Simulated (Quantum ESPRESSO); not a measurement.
Troubleshooting Quantum ESPRESSO: a failed run on GaPt₃ (P4/mbm, 16 atoms in the cell). The aim is a self-consistent single point with DFT, PBEsol, plane waves, GBRV 1.5 ultrasoft (PBESOL) pseudopotentials.

Cell that was meant: a = 5.5486 Å, b = 5.5486 Å, c = 7.9640 Å, α = 90.00°, β = 90.00°, γ = 90.00°.

Part of the input:

```fortran
    ibrav = 0
    nat = 16
    ntyp = 2
    ecutwfc = 50.0
    ecutrho = 400
    occupations = 'smearing'
    smearing = 'cold'
[...]
Pt    0.5000000000    0.5000000000    0.7486400000
Pt    0.5000000000    0.5000000000    0.2513600000
Pt    0.0000000000    0.0000000000    0.2513600000
Pt    0,0000000000    0,0000000000    0,7486400000
K_POINTS automatic
3 3 3  0 0 0
CELL_PARAMETERS angstrom
```

Output, abridged:

```
     This program is part of the open-source Quantum ESPRESSO suite
     for quantum simulation of materials; please cite

[eval_infix.c] A parsing error occurred
helper string:
0,0000000000
error code:
Error: invalid token: ,

 %%%%%%%%%%%%%%%%%%%%%%%%%%%%%%%%%%%%%%%%%%%%%%%%%%%%%%%%%%%%%%%%%%%%%%%%%%%%%%
     Error in routine card_atomic_positions (1):
     Error while parsing atomic position card.
 %%%%%%%%%%%%%%%%%%%%%%%%%%%%%%%%%%%%%%%%%%%%%%%%%%%%%%%%%%%%%%%%%%%%%%%%%%%%%%

     stopping ...
```

Problem. From the messages shown, name the fault and mend the input.

Solution. The fault is decimal commas. The program does not read a comma as a decimal mark. To fix it, use decimal points. The program stopped before any SCF iteration.

The sound input it was made from differs as follows (other fixes are possible):
```diff
-    ecutwfc = 50.0
+    ecutwfc = 50
-Pt    0,0000000000    0,0000000000    0,7486400000
+Pt    0.0000000000    0.0000000000    0.7486400000
```

With that input, the run converged in 12 iterations: free energy E − TS -56969.1160 eV; Fermi level (on the code's own zero) 19.75 eV; pressure -9.26 GPa; largest force (vector length) 0.143 eV/Å (DFT, PBEsol, plane waves, GBRV 1.5 ultrasoft (PBESOL) pseudopotentials).

On the sound input: the starting cell comes from a database of computed structures (which also holds hypothetical and non-ambient phases and stackings), without a prior relaxation at this level. Spin polarisation is off. With a pressure of about -9 GPa the cell is away from its equilibrium volume at this level. Without a gap this mesh is coarse (it stands for a supercell whose shortest vector is 17 Å).
